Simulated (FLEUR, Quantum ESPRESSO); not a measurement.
# Er (P6_3/mmc, 2 atoms in the cell) computed with different codes at matched settings

Self-consistent single point, at a second geometry (lattice scaled by 0.98). First geometry:

```
Er
1.0
    1.77858    -3.08058     0.00000
    1.77858     3.08058     0.00000
    0.00000     0.00000     5.58553
Er
2
Direct
  0.33333   0.66667   0.25000
  0.66667   0.33333   0.75000
```
Moments meant for the start (each program seeds them in its own way; μB, in the order of the atoms Er Er): 3.0 3.0.

Shared settings, as Quantum ESPRESSO writes them: occupations = smearing; smearing = fd; degauss = 0.0073499 Ry; nspin = 2; K_POINTS = automatic 7 7 4 0 0 0. Potentials and cutoffs stand in the table.

```csv
code,model,ΔF from the first geometry (meV/atom),size of the net moment (μB/atom),cutoff
FLEUR,"PBE, all-electron FLAPW (FLEUR), scalar-relativistic valence",40.6,2.25,Kmax 3.8 1/bohr
Quantum ESPRESSO,"PBE, SSSP 1.1.2 efficiency (PBE) pseudopotentials",33.5,2.29,50 Ry
```

On FLEUR's run: spin-orbit coupling is off. The magnetic order is the one reached from the typed start; others were not searched systematically. With U or open f shells several self-consistent states can exist. The f electrons are in the valence without U or exact exchange, which can misplace them near the Fermi level. Spin-orbit terms, which matter for f shells, are left out.

The spread over the programs that give each value: ΔF from the first geometry within 7.1 meV/atom; size of the net moment within 0.04 μB/atom.

FLEUR treats all electrons, but the usual bases taken here (sphere radii, linearisation, local orbitals, empty states) were not tested for convergence, so the values are no reference for the others.

The starting cell has typed, rounded lattice constants, without a prior relaxation at this level. Its lattice was rescaled by a random factor within 2.5 % of one. For this run, on top of that: lattice scaled by 0.98.

Left out of this page: Ansatz (with a known weakness of the program).
